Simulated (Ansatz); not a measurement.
# InAs, response to strain

Consider InAs in the zinc blende structure (space group F-43m, No. 216; a = 6.1863 Å).

Strains are applied to the cell and any free atomic positions relax.

Level of theory: DFT with PBE, PAW potentials and a 420 eV plane-wave cutoff in Ansatz (an electronic-structure program), scalar-relativistic without spin-orbit coupling.

Notes on the quantities. energy relative to the base: free energy F.

| change | shortest interatomic distance | energy relative to the base | pressure |
|---|---|---|---|
| base | 2.679 Å | 0 meV/atom | 0.0 GPa |
| isotropic strain −3.00 % | 2.598 Å | [?] | 5.5 GPa |
| isotropic strain −2.50 % | 2.612 Å | +28 meV/atom | 4.4 GPa |
| isotropic strain −1.50 % | 2.639 Å | +9.7 meV/atom | 2.5 GPa |
| isotropic strain −1.00 % | 2.652 Å | +4.2 meV/atom | [?] |
| isotropic strain −0.50 % | 2.665 Å | +1.0 meV/atom | 0.8 GPa |
| isotropic strain +0.50 % | 2.692 Å | +1.0 meV/atom | -0.7 GPa |
| isotropic strain +1.00 % | 2.706 Å | +3.8 meV/atom | -1.3 GPa |
| isotropic strain +2.50 % | 2.746 Å | +23 meV/atom | -3.0 GPa |
| isotropic strain +3.00 % | 2.759 Å | [?] | -3.5 GPa |

Some entries are withheld; estimate them.


- isotropic strain −3.00 %, energy relative to the base: +41 meV/atom
- isotropic strain −1.00 %, pressure: 1.6 GPa
- isotropic strain +3.00 %, energy relative to the base: +32 meV/atom

The mesh was chosen for an insulator and is coarse for the gapless case. No phonon test of stability was made. All final runs are without spin polarisation.
